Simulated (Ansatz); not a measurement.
```cif
data_S4Zn4
_chemical_formula_sum 'Zn4 S4'
_space_group_name_H-M_alt 'F-43m'
_space_group_IT_number 216
_space_group_name_Hall 'F -4 2 3'
_cell_length_a 5.39031
_cell_length_b 5.39031
_cell_length_c 5.39031
_cell_angle_alpha 90.000
_cell_angle_beta 90.000
_cell_angle_gamma 90.000
loop_
_atom_site_label
_atom_site_type_symbol
_atom_site_symmetry_multiplicity
_atom_site_Wyckoff_symbol
_atom_site_fract_x
_atom_site_fract_y
_atom_site_fract_z
_atom_site_occupancy
Zn1 Zn 4 a 0.00000 0.00000 0.00000 1
S1 S 4 d 0.75000 0.75000 0.75000 1
```
(The calculation used a cell of 2 atoms; values per cell refer to that cell.)

Levels: band masses from Ansatz (a program for electronic structure) with r2SCAN with spin-orbit coupling, rigid bands; dielectric response from LDA (Ansatz).

**Question.** How strongly do carriers couple to polar optical modes here, and what mobility does that allow at 300 K?

**Answer.** electrons: mass 0.20 mₑ, α = 0.39, about 680 cm²/(V·s) by the iterated Boltzmann equation for weak coupling; holes: mass 0.87 mₑ, α = 0.80, about 77 cm²/(V·s) by the iterated Boltzmann equation for weak coupling (ε∞ 6.2, static ε 8.8, LO 43 meV).

Model: isotropic Fröhlich coupling of one parabolic band to one effective longitudinal optical (LO) phonon, from the dielectric constants and phonon modes at the zone centre, chosen so that α equals the sum over the polar modes. Acoustic, nonpolar, intervalley and impurity scattering are left out, and they lower the mobility further; with several valleys or bands the averaged mass is a rough stand-in. Semilocal functionals tend to overestimate ε∞, which makes α low and the mobility high.
